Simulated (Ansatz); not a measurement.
The reference is TaSi$_{2}$ (space group P6_222, No. 180; a = 4.7760 Å, c = 6.5628 Å).

Method: DFT with r2SCAN, PAW potentials and a 500 eV plane-wave cutoff in Ansatz (a program for electronic structure), no spin-orbit coupling.

Base values:

| Item | Result |
|---|---|
| Volume per atom | 14.40 Å³ |

Perturbation: a hydrostatic pressure of 0.7 GPa.

What does the calculation give for the volume per atom after the change?

The volume per atom decreases by 0.05 Å³ to 14.35 Å³.

Load acts through the strain it causes; cell and atoms are relaxed under it. No phonon test of stability was made. The final runs are not spin-polarised. An odd electron count without spin: TaSi2.
